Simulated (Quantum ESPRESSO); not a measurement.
**A series of runs on Al₆Ru (Cmcm, 14 atoms in the cell)**

```yaml
crystal:
  lattice:
    - [3.72977, 3.26013, 0.00000]
    - [-3.72977, 3.26013, 0.00000]
    - [0.00000, 0.00000, 8.91300]
  atoms:
    - { symbol: Al, position: [0.68099, 0.31901, 0.00000] }
    - { symbol: Al, position: [0.31901, 0.68099, 0.00000] }
    - { symbol: Al, position: [0.31901, 0.68099, 0.50000] }
    - { symbol: Al, position: [0.68099, 0.31901, 0.50000] }
    - { symbol: Al, position: [0.14280, 0.14280, 0.90159] }
    - { symbol: Al, position: [0.85720, 0.85720, 0.09841] }
    - { symbol: Al, position: [0.85720, 0.85720, 0.40159] }
    - { symbol: Al, position: [0.14280, 0.14280, 0.59841] }
    - { symbol: Al, position: [0.97895, 0.61723, 0.75000] }
    - { symbol: Al, position: [0.02105, 0.38277, 0.25000] }
    - { symbol: Al, position: [0.38277, 0.02105, 0.25000] }
    - { symbol: Al, position: [0.61723, 0.97895, 0.75000] }
    - { symbol: Ru, position: [0.46497, 0.46497, 0.75000] }
    - { symbol: Ru, position: [0.53503, 0.53503, 0.25000] }
```

Base run A: PBEsol, GBRV 1.5 ultrasoft (PBESOL) pseudopotentials run with Quantum ESPRESSO, self-consistent single point.

Its settings: ecutwfc = 40 Ry; ecutrho = 320 Ry; occupations = smearing; smearing = fermi-dirac; degauss = 0.0073499 Ry; potentials = {Al: al_pbesol_v1.uspp.F.UPF, Ru: ru_pbesol_v1.2.uspp.F.UPF}; K_POINTS = automatic 7 7 4 0 0 0; conv_thr = 1e-11 Ry.

The starting cell comes from a database of computed structures (which also holds hypothetical and non-ambient phases and stackings), without a prior relaxation at this level. Spin polarisation is off.

Run A gave: pressure (GPa) 0.37; largest force (eV/Å) 0.047.

Runs:
- B: pseudopotentials: {Al: al_pbesol_v1.uspp.F.UPF, Ru: ru_pbesol_v1.2.uspp.F.UPF} → {Al: al_lda_v1.uspp.F.UPF, Ru: ru_lda_v1.2.uspp.F.UPF} [LDA (PZ)]
- C: pseudopotentials: {Al: al_pbesol_v1.uspp.F.UPF, Ru: ru_pbesol_v1.2.uspp.F.UPF} → {Al: al_pbe_v1.uspp.F.UPF, Ru: ru_pbe_v1.2.uspp.F.UPF}; input_dft: default → blyp [BLYP]
- D: pseudopotentials: {Al: al_pbesol_v1.uspp.F.UPF, Ru: ru_pbesol_v1.2.uspp.F.UPF} → {Al: al_pbe_v1.uspp.F.UPF, Ru: ru_pbe_v1.2.uspp.F.UPF}; input_dft: default → wc [Wu-Cohen GGA]
- E: pseudopotentials: {Al: al_pbesol_v1.uspp.F.UPF, Ru: ru_pbesol_v1.2.uspp.F.UPF} → {Al: al_pbe_v1.uspp.F.UPF, Ru: ru_pbe_v1.2.uspp.F.UPF}; input_dft: default → vdw-df2 [vdW-DF2]
- F: pseudopotentials: {Al: al_pbesol_v1.uspp.F.UPF, Ru: ru_pbesol_v1.2.uspp.F.UPF} → {Al: al_pbe_v1.uspp.F.UPF, Ru: ru_pbe_v1.2.uspp.F.UPF}; input_dft: default → vdw-df-cx [vdW-DF-cx]
- G: pseudopotentials: {Al: al_pbesol_v1.uspp.F.UPF, Ru: ru_pbesol_v1.2.uspp.F.UPF} → {Al: al_pbe_v1.uspp.F.UPF, Ru: ru_pbe_v1.2.uspp.F.UPF}; input_dft: default → rvv10 [rVV10]

Q: What does run G change against A?

A: The pressure goes from 0.37 to 3.85 GPa and the largest force goes from 0.047 to 0.202 eV/Å.

Q: What does run F change against A?

A: The pressure goes from 0.37 to 1.18 GPa and the largest force goes from 0.047 to 0.070 eV/Å.

```csv
run,pressure (GPa),largest force (eV/Å)
A,0.37,0.047
B,-2.29,0.095
C,6.88,0.220
D,0.81,0.059
E,7.37,0.319
F,1.18,0.070
G,3.85,0.202
```

Left out of this page: 3 runs of the series held back from this collection.
